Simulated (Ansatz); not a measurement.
Hypothetical zinc blende LuP, pressure series

The reference is LuP in the zinc blende structure (space group F-43m, No. 216; a = 6.1606 Å; a hypothetical phase, not in the database extracts checked).

Cell and atoms are relaxed at each pressure.

All numbers come from PBE (Ansatz, a quantum-chemistry and plane-wave program; PAW; 420 eV plane waves; no SOC).

Notes on the quantities. enthalpy: H = E + PV relative to the base's energy.

| change | width of the top valence band | band gap | electron mass | density | enthalpy |
|---|---|---|---|---|---|
| base | 0.70 eV | 1.69 eV | 2.0 mₑ along k, 2.4 mₑ across (at X) | 5.85 g/cm³ | – |
| pressure −2 GPa | 0.64 eV | 1.74 eV | 1.8 mₑ along k, 2.3 mₑ across (at X) | 5.64 g/cm³ | -0.37 eV/atom |
| pressure −1 GPa | 0.67 eV | 1.72 eV | 1.9 mₑ along k, 2.3 mₑ across (at X) | 5.75 g/cm³ | -0.18 eV/atom |
| pressure 1.8 GPa | 0.75 eV | 1.65 eV | 2.1 mₑ along k, 2.4 mₑ across (at X) | 6.02 g/cm³ | +0.32 eV/atom |
| pressure 4.2 GPa | 0.82 eV | 1.59 eV | 2.3 mₑ along k, 2.4 mₑ across (at X) | 6.23 g/cm³ | +0.74 eV/atom |
| pressure 9 GPa | 0.95 eV | 1.48 eV | 2.8 mₑ along k, 2.6 mₑ across (at X) | 6.61 g/cm³ | +1.54 eV/atom |
| pressure 18 GPa | 1.16 eV | 1.29 eV | – | 7.21 g/cm³ | +2.93 eV/atom |
| pressure 45 GPa | 1.73 eV | 0.75 eV | 1.8 mₑ along k, 0.49 mₑ across (off the special points) | 8.61 g/cm³ | +6.56 eV/atom |
| pressure 60 GPa | 2.01 eV | 0.47 eV | 2.1 mₑ along k, 0.34 mₑ across (off the special points) | 9.24 g/cm³ | +8.36 eV/atom |

Load acts through the strain it causes; cell and atoms are relaxed under it. Masses are band curvatures over ±0.01 Å⁻¹ around the edge. Along k means along the line from Γ to the band edge. No phonon test of stability was made. No other phases were tried under pressure.
